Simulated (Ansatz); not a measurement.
An Ansatz (a program for electronic structure) run: InSe; PBE-D3(BJ) in Ansatz (plane waves to 420 eV, PAW, spin-orbit coupling left out), earlier PAW set.

Input:

Ansatz 0.2 input:
```yaml
crystal:
  lattice:
    - [4.0320425991, 0, 0]
    - [-2.0160212996, 3.49185132, 0]
    - [0, 0, 16.7625782265]
  atoms:
    - { symbol: In, position: [0.3333333333, 0.6666666667, 0.6666732797] }
    - { symbol: In, position: [0.6666666667, 0.3333333333, 0.1666732797] }
    - { symbol: In, position: [0.6666666667, 0.3333333333, 0.3333267203] }
    - { symbol: In, position: [0.3333333333, 0.6666666667, 0.8333267203] }
    - { symbol: Se, position: [0.3333333333, 0.6666666667, 0.0899110615] }
    - { symbol: Se, position: [0.6666666667, 0.3333333333, 0.5899110615] }
    - { symbol: Se, position: [0.6666666667, 0.3333333333, 0.9100889385] }
    - { symbol: Se, position: [0.3333333333, 0.6666666667, 0.4100889385] }
basis: { ecutwfc: 420, ecutrho_ratio: 4, xc_grid: 2, fft_grid_basis: typed }
kpoints: { mp_grid: { grid: [9, 9, 2] } }
hamiltonian:
  xc: pbe
  dispersion: d3bj
  pseudopotentials: { azcp: { folder: ./paw }, kind: paw }
scf: { occupations: { method: fermi_dirac, width: 0.05 }, convergence: { dr2_threshold: 0.0000000008 } }
output: { forces: true, stress: true }
checkpoint: { write: state.ck, write_every: 1000 }
```

Output:

```
WARN ansatz: RAYON_NUM_THREADS=2 ignored (pool sized by the plan → 2); use --threads N
Pseudopotentials: kind: paw
Pseudopotential: In, paw, valence charge 13
Pseudopotential: Se, paw, valence charge 16
Functional definition: PBE
Crystal: 8 atoms, lattice volume = 236.005 Å³
Basis set: ecut = 420 eV, 4629 PW (Γ), exchange–correlation on 54×54×240 points (8 copies of the dense FFT grid, shifted against one another)
Bands: 66, of which v1, the nominal top of the filled ones, is band 58 counted from 1 (57 counted from 0)
Symmetry: 24 space group operations
Space group: P63/mmc (ITA 194), of the structure as read, at distance tolerance 6.2e-5 Å
k-points: 24 of 162
Initial density: superposition of atomic densities (chi_scale 0.1, normalization cell, long waves kept (reshape's long-wave potential 0.69 eV rms))
Initial wavefunctions: pseudopotential atomic-orbital guess
Eigensolver: davidson
Functional: x = pbe(κ = 0.804, μ = 0.2195149727645171), c = pbe(β = 0.06672455060314922)
SCF iter   1: F=—  HF=-44279.633777 eV  |F-HF|=—  |Δ(HF+E_count)|=         —  Δρ=4.94e-2  dr2=2.94e1  ethr=3.10e-3  ⟨swp⟩=6.1  Hψ=6298  notcnv=0
all-band conjugate gradients solve this SCF's bands
preconditioner: auto → Resta (q_TF=auto, 2.424 Å⁻¹)
SCF iter   2: F=—  HF=-44274.752701 eV  |F-HF|=—  |Δ(HF+E_count)|=    4.88e0  Δρ=1.91e-2  dr2=7.91e-1  ethr=3.10e-3  ⟨swp⟩=4.7  Hψ=3291  notcnv=0  defer=39
SCF iter   3: F=—  HF=-44274.519202 eV  |F-HF|=—  |Δ(HF+E_count)|=   2.33e-1  Δρ=1.10e-2  dr2=2.38e-1  ethr=6.82e-4  ⟨swp⟩=2.2  Hψ=3312  notcnv=0  defer=70
SCF iter   4: F=—  HF=-44274.467827 eV  |F-HF|=—  |Δ(HF+E_count)|=   5.14e-2  Δρ=1.92e-3  dr2=1.71e-2  ethr=2.05e-4  ⟨swp⟩=3.0  Hψ=3027  notcnv=0  defer=70
SCF iter   5: F=—  HF=-44274.463071 eV  |F-HF|=—  |Δ(HF+E_count)|=   4.76e-3  Δρ=8.48e-4  dr2=2.35e-3  ethr=1.47e-5  ⟨swp⟩=2.0  Hψ=2906  notcnv=0  defer=70
SCF iter   6: F=—  HF=-44274.465281 eV  |F-HF|=—  |Δ(HF+E_count)|=   2.21e-3  Δρ=1.84e-4  dr2=2.79e-4  ethr=2.03e-6  ⟨swp⟩=2.0  Hψ=1915  notcnv=0  defer=70
SCF iter   7: F=—  HF=-44274.465429 eV  |F-HF|=—  |Δ(HF+E_count)|=   1.47e-4  Δρ=5.27e-5  dr2=9.26e-6  ethr=2.41e-7  ⟨swp⟩=2.0  Hψ=1895  notcnv=0  defer=70
SCF iter   8: F=—  HF=-44274.465464 eV  |F-HF|=—  |Δ(HF+E_count)|=   3.51e-5  Δρ=2.11e-5  dr2=1.90e-6  ethr=7.98e-9  ⟨swp⟩=2.0  Hψ=2433  notcnv=0  defer=70
SCF iter   9: F=—  HF=-44274.465465 eV  |F-HF|=—  |Δ(HF+E_count)|=   1.41e-6  Δρ=5.47e-6  dr2=1.97e-7  ethr=1.64e-9  ⟨swp⟩=2.0  Hψ=2427  notcnv=0  defer=70
SCF iter  10: F=—  HF=-44274.465465 eV  |F-HF|=—  |Δ(HF+E_count)|=   1.42e-7  Δρ=1.38e-6  dr2=4.49e-9  ethr=1.70e-10  ⟨swp⟩=2.0  Hψ=1911  notcnv=0  defer=70
SCF iter  11: F=-44274.465465 eV  HF=-44274.465465 eV  |F-HF|=4.29e-10  |Δ(HF+E_count)|=   8.88e-9  Δρ=3.19e-7  dr2=4.13e-10  ethr=1.00e-12  ⟨swp⟩=4.8  Hψ=5920  notcnv=0
SCF 1 converged in 11 iterations: F = -44274.465465 eV  dr2 = 4.13e-10
SCF converged after 11 iterations
Free energy (F): -44274.465465 eV
Harris-Foulkes:  -44274.465465 eV  (|F-HF|=4.29e-10)
Internal energy: -44274.465238 eV  (E = F + TS)
E sigma→0 (E₀):  -44274.465352 eV
Entropy (-TS):   -0.000227 eV (-0.028 meV/atom)
Fermi energy:    7.226186 eV
--- Per-component energies (eV) ---
  E_band       = -1851.368719
  E_kinetic    = 1315.423027
  E_local      = -16488.821577  (includes V_loc(G=0)·N_el)
  E_nonlocal   = -108.740605
  E_hartree    = 8005.584011
  E_xc         = -911.120717
  E_vxc        = -717.537561  (∫ρ·V_xc dr)
  E_paw        = -25358.483751  (= ΣΔE_a)
  E_vpaw       = -1862.859802  (= ΣTr[D̂ρ^β])
  E_aug_tail   = -0.000894  (compensation charges beyond the density's cutoff)
  E_ewald      = -10725.929961
  E_disp       = -2.374771  (pairwise vdW)
  E_smearing   = -0.000227  (= −TS)
  E_closure    = -0.000000  (closes the sum)
  Σ components = -44274.465465   (vs F -44274.465465, Δ=0.00e0)
  [band-id]    e_kinetic+e_local+e_nonlocal+2·e_hartree+e_vxc+e_vpaw+e_augmentation_tail = -1851.369390   (vs E_band -1851.368719, Δ=-6.71e-4)
--- Forces (eV/Å), atoms counted from 1 ---
  atom   1  In    -0.00000000    -0.00000000    -0.00015725
  atom   2  In     0.00000000     0.00000000    -0.00015725
  atom   3  In     0.00000000     0.00000000     0.00015725
  atom   4  In    -0.00000000    -0.00000000     0.00015725
  atom   5  Se     0.00000000    -0.00000000     0.00029342
  atom   6  Se     0.00000000     0.00000000     0.00029342
  atom   7  Se     0.00000000     0.00000000    -0.00029342
  atom   8  Se     0.00000000    -0.00000000    -0.00029342
  max |Σ_I F_I| component: 1.63e-17 eV/Å
--- Stress (GPa, compression-positive) ---
       -0.000571      -0.000000       0.000000
        0.000000      -0.000571       0.000000
        0.000000       0.000000       0.003542
  P = ⅓ Tr σ = 0.0008 GPa (0.008 kbar)
  The stress holds the Pulay correction. Without it, at fixed plane waves, as pw.x and ABINIT print it: P = -0.0174 GPa
  The stress includes an estimate of the error left by incomplete SCF convergence (largest component 0.0000 GPa).
--- Band table ---
  band table: none
```

Whether these cells are dynamically stable was not tested. The cell is InSe in the beta-GaS type structure (space group P6_3/mmc, No. 194; layered, stacked along the Cartesian z axis).
